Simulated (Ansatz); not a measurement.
An Ansatz (a program for electronic structure) run: MoTe2 with a change (Te → Sb); Ansatz, PBEsol-D3(BJ), PAW, cutoff 420 eV, no spin-orbit coupling.

Input:

Ansatz 0.2 input:
```yaml
crystal:
  lattice:
    - [3.1857649543, 0, 0]
    - [-1.5928824771, 2.7589533809, 0]
    - [0, 0, 14.2390105241]
  atoms:
    - { symbol: Mo, position: [0.3333333333, 0.6666666667, 0.75] }
    - { symbol: Mo, position: [0.6666666667, 0.3333333333, 0.25] }
    - { symbol: Sb, position: [0.3333333333, 0.6666666667, 0.1057587497] }
    - { symbol: Sb, position: [0.6666666667, 0.3333333333, 0.6057587497] }
    - { symbol: Sb, position: [0.6666666667, 0.3333333333, 0.8942412503] }
    - { symbol: Sb, position: [0.3333333333, 0.6666666667, 0.3942412503] }
basis: { ecutwfc: 420, ecutrho_ratio: 4, xc_grid: 2, fft_grid_basis: typed }
kpoints: { mp_grid: { grid: [17, 17, 4] } }
hamiltonian:
  xc: pbesol
  dispersion: d3bj
  pseudopotentials: { kind: paw }
scf: { occupations: { method: fermi_dirac, width: 0.05 }, convergence: { dr2_threshold: 0.0000000006 } }
output: { forces: true, stress: true }
checkpoint: { write: state.ck, write_every: 1000 }
```

Output (explanatory and most iteration lines left out):

```
Pseudopotential: Mo, paw, valence charge 14
Pseudopotential: Sb, paw, valence charge 15
Crystal: 6 atoms, lattice volume = 125.152 Å³
Basis set: ecut = 420 eV, 2459 PW (Γ), exchange–correlation on 48×48×192 points (8 copies of the dense FFT grid, shifted against one another)
Bands: 50, of which v1, the nominal top of the filled ones, is band 44 counted from 1 (43 counted from 0)
Symmetry: 24 space group operations
Space group: P63/mmc (ITA 194), of the structure as read, at distance tolerance 5.0e-5 Å
k-points: 99 of 1156
Functional: x = pbesol(κ = 0.804, μ = 0.12345679012345678), c = pbesol(β = 0.046)
SCF iter   1: F=—  HF=-35429.850500 eV  |F-HF|=—  |Δ(HF+E_count)|=         —  Δρ=5.22e-3  dr2=2.32e-2  ethr=1.77e-3  ⟨swp⟩=6.5  Hψ=18444  notcnv=0
SCF iter   2: F=—  HF=-35429.846295 eV  |F-HF|=—  |Δ(HF+E_count)|=   4.20e-3  Δρ=2.62e-3  dr2=6.22e-3  ethr=2.64e-5  ⟨swp⟩=2.9  Hψ=10424  notcnv=0
SCF 1 converged in 9 iterations: F = -35429.845294 eV  dr2 = 3.15e-11
SCF converged after 9 iterations
Free energy (F): -35429.845294 eV
Internal energy: -35429.809068 eV  (E = F + TS)
E sigma→0 (E₀):  -35429.827181 eV
Entropy (-TS):   -0.036225 eV (-6.038 meV/atom)
Fermi energy:    15.117232 eV
  E_disp       = -3.681347  (pairwise vdW)
--- Forces (eV/Å), atoms counted from 1 ---
  atom   1  Mo    -0.00000000     0.00000000     0.00000000
  atom   2  Mo     0.00000000    -0.00000000     0.00000000
  atom   3  Sb     0.00000000    -0.00000000    -0.00017409
  atom   4  Sb    -0.00000000     0.00000000    -0.00017409
  atom   5  Sb    -0.00000000     0.00000000     0.00017409
  atom   6  Sb     0.00000000    -0.00000000     0.00017409
--- Stress (GPa, compression-positive) ---
        0.003912       0.000000       0.000000
        0.000000       0.003912       0.000000
        0.000000       0.000000      -0.000195
  P = ⅓ Tr σ = 0.0025 GPa (0.025 kbar)
```

Whether these cells are dynamically stable was not tested. All final runs are without spin polarisation. The cell was made from MoTe2 by this change: Te → Sb; the result is a hypothetical phase, not in the database extracts checked. MoSb2 has a high density of states at the Fermi level and may be magnetic at this level.
